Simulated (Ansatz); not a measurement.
# ScOF (P2₁/c, No. 14, 12 atoms in the cell; start mp-4661)

Method: PBE0 (plane waves, PAW; Ansatz, a quantum-chemistry and plane-wave program).

Run with plane-wave cutoff 460 eV, 4×4×4 k mesh, Fermi–Dirac smearing 0.01 eV, scalar-relativistic PAW data made under PBE.

Cell (relaxed with PBEsol):

Space group P2₁/c (No. 14); a = 5.154 Å, b = 5.124 Å, c = 5.213 Å, α = γ = 90.00°, β = 99.98°

```json
[
 {"atom": "Sc", "site": "4e", "symmetry": "1", "x": "0.6917", "y": "0.4720", "z": "0.2880"},
 {"atom": "O", "site": "4e", "symmetry": "1", "x": "0.4564", "y": "0.2462", "z": "0.4882"},
 {"atom": "F", "site": "4e", "symmetry": "1", "x": "0.0572", "y": "0.6729", "z": "0.3410"}
]
```

```yaml
band_gap: 7.22 eV (on the SCF k mesh) (indirect)
smallest_direct_gap_on_the_k_points_sampled: 7.37 eV
direct gap at Γ: 7.52 eV
```

Note: cell and atoms aren't relaxed at this level (largest force component 0.06 eV/Å, pressure 2.0 GPa).

Static lattice: no zero-point or thermal effects.

A start named mp-… is a Materials Project structure, which need not be a measured phase.
